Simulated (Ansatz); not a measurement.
L1₂ (Cu3Au-type) Ni₃Al, treated with PBE-D4 (Ansatz, a program for electronic structure, PAW).

Input:

Ansatz 0.2 input:
```yaml
crystal:
  lattice:
    - [3.5751643479, 0.0, 0.0]
    - [0.0, 3.5751643479, 0.0]
    - [0.0, 0.0, 3.5751643479]
  atoms:
    - { symbol: Al, position: [0.0, 0.0, 0.0], spin: 0.0 }
    - { symbol: Ni, position: [0.0, 0.5, 0.5], spin: 0.5 }
    - { symbol: Ni, position: [0.5, 0.0, 0.5], spin: 0.5 }
    - { symbol: Ni, position: [0.5, 0.5, 0.0], spin: 0.5 }
basis:
  ecutwfc: 520
  ecutrho_ratio: 4
  xc_grid: 2
kpoints:
  mp_grid: { grid: [16, 16, 16] }
hamiltonian:
  xc: pbe
  dispersion: d4
  pseudopotentials: { kind: paw }
scf:
  occupations: { method: fermi_dirac, width: 0.05 }
  convergence: { dr2_threshold: 0.0000000004 }
output:
  forces: true
  stress: true
  eigenvalues: true
magnetization:
  spin_polarized: true
```

From the output:

```
Crystal: 4 atoms, lattice volume = 45.697 Å³
Basis set: ecut = 520 eV, 1237 PW (Γ), exchange–correlation on 54×54×54 points (8 copies of the dense FFT grid, shifted against one another)
Bands: 36, of which v1, the nominal top of the filled ones, is band 29 counted from 1 (28 counted from 0)
Symmetry: 48 space group operations
Space group: Pm-3m (ITA 221), of the structure as read, at distance tolerance 3.6e-5 Å
k-points: 165 of 4096
Initial density: superposition of atomic densities (chi_scale 0.1, normalization cell)
Functional: x = pbe(κ = 0.804, μ = 0.2195149727645171), c = pbe(β = 0.06672455060314922)
spin=Collinear: Kerker preconditioning applied to the charge; magnetization (m = ρ↑ − ρ↓) channel mixes plain (no charge-response kernel on spin).
SCF 1 converged in 16 iterations: F = -18060.197325 eV  dr2 = 6.38e-11
SCF converged after 16 iterations
Magnetization: 0.7267 μB (28.8633 up, 28.1367 down)
Free energy (F): -18060.197325 eV
Internal energy: -18060.169429 eV  (E = F + TS)
E sigma→0 (E₀):  -18060.183377 eV
Fermi energy:    15.599039 eV
--- Forces (eV/Å), atoms counted from 1 ---
  atom   1  Al    -0.00000000    -0.00000000     0.00000000
  atom   2  Ni     0.00000000     0.00000000    -0.00000000
  atom   3  Ni    -0.00000000    -0.00000000     0.00000000
  atom   4  Ni     0.00000000    -0.00000000    -0.00000000
--- Stress (GPa, compression-positive) ---
       -7.122981       0.000000       0.000000
        0.000000      -7.122981       0.000000
        0.000000       0.000000      -7.122981
  P = ⅓ Tr σ = -7.1230 GPa (-71.230 kbar)
```

The cell is one volume of an energy–volume scan, off the minimum.

Note: moments this small hang on the smearing and the k mesh.

Computing time: around 80 core-seconds (rough).
